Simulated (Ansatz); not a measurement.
K: energy against volume

K (bcc, Im-3m, 70.898 Å³/atom and stress up to 0.01 GPa in the relaxed cell, cube axes along x, y and z) under an equal strain ε along all three axes. PBEsol in Ansatz, a plane-wave DFT program (PAW, default set), 420 eV, 18×18×18 Γ-centred mesh, Fermi-Dirac smearing 0.10 eV.

Here V stands for volume and E for E less E0.

| volume (Å³/atom) | E less E0 (meV/atom) | pressure (GPa) |
|---|---|---|
| 66.7291 | 3.07 | 0.26 |
| 67.7556 | 1.69 | 0.19 |
| 68.7927 | 0.73 | 0.13 |
| 69.8403 | 0.17 | 0.07 |
| 70.8985 | 0.00 | 0.01 |
| 71.9673 | 0.20 | -0.04 |
| 73.0468 | 0.75 | -0.10 |
| 74.1370 | 1.65 | -0.14 |
| 75.2380 | 2.88 | -0.19 |
| 77.4727 | ? | ? |

Fit E of the 9 rows that show it with the third-order Birch-Murnaghan form, a cubic in V^(-2/3). With u = V^(-2/3) - 0.0584, the rows have u = 0.0023841, 0.0017686, 0.0011623, 0.0005652, -0.0000230, -0.0006024, -0.0011732, -0.0017356, -0.0022898. Least squares gives E = -0.002 - 1.4·u + 544936·u² - 1686114·u³. Residuals (row less fit): 0.001, -0.001, 0.000, -0.001, 0.002, 0.003, -0.002, -0.001, 0.001; standard error 0.002 (degrees of freedom: 5). Its minimum lies at u = 0.0000013, so V0 = (0.0584013)^(-3/2) = 70.85. There d²E/du² = 1090000 and d³E/du³ = -1.012e7, so B0 = (4/9) × 70.85^(-7/3) × 1090000 × 0.160218 = 3.74 GPa (the last factor turns the table's units into GPa), and B0' = 4 + (2/3) × 0.0584013 × (-1.012e7)/1090000 = 3.6. B0' rests on the cubic coefficient alone and has a standard error of 0.1 from these residuals.

Q: What does the fit predict for E at V = 77.4727, and how far is the calculated value from it?

A: u = -0.0033741, so E = -0.002 - 1.4 × (-0.0033741) + 544936 × (-0.0033741)² - 1686114 × (-0.0033741)³ = 6.271 meV/atom. The calculation gives 6.25 meV/atom, 0.021 meV/atom below the prediction (0.3 % of the range of E in the table). The row lies outside the fitted rows, so this is an extrapolation. The scatter of the fitted rows lies at the last printed digit.

In a metal these values are sensitive to mesh and smearing; energies are taken to zero smearing, stresses follow the free energy. Other structures, which can take over under pressure, weren't tried. The same form fitted to the pressure column gives B0' = 3.8; series where the two differ by over 0.4 aren't shown. Rows are the converged runs of the series near zero and its far end, less any whose ions stayed unrelaxed beside relaxed ones; series whose fitted rows scatter by over a few per cent of the range, as at a crossing or softening among them, aren't shown in this form.
